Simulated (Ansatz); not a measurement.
For PbSe (Cmcm, No. 63, 4 atoms in the cell; start mp-1063670; high-pressure phase), LDA in Ansatz (PAW) gives:

bulk modulus: 43.7 GPa
cohesive energy: 4.13 eV/atom
band gap: 0.57 eV

Problem. What does r²SCAN in Ansatz (PAW) give for the same quantities?

Solution. 
- bulk modulus: 27.4 GPa (drops by 37 %)
- cohesive energy: 3.31 eV/atom (drops by 0.82 eV/atom)
- band gap: 1.25 eV (grows by 0.68 eV)

Changes are worked out from the printed values.

Unless a cell is named, each level is at its own relaxed cell (LDA 26.69, r²SCAN 29.39 Å³/atom).

Levels without +SOC leave out spin–orbit coupling, which shifts energies and cells of such heavy elements.

Levels without +SOC have no spin–orbit coupling; where heavier elements are present it shifts gaps, mostly down, and can invert bands. Density-functional gaps are differences of (generalised) Kohn–Sham levels.

Caveats: the bulk modulus is −V dP/dV from two relaxed cells at ±2 % in volume (LDA, r²SCAN); the relaxation could not lower the start's symmetry, so the cell can be a saddle point above a distorted one (LDA, r²SCAN). Ansatz's density-functional and Hartree–Fock values are scalar-relativistic unless marked +SOC, with PAW data made under PBE.

A start named mp-… is a Materials Project structure, which need not be a measured phase.

Ansatz is a quantum-chemistry and plane-wave program.
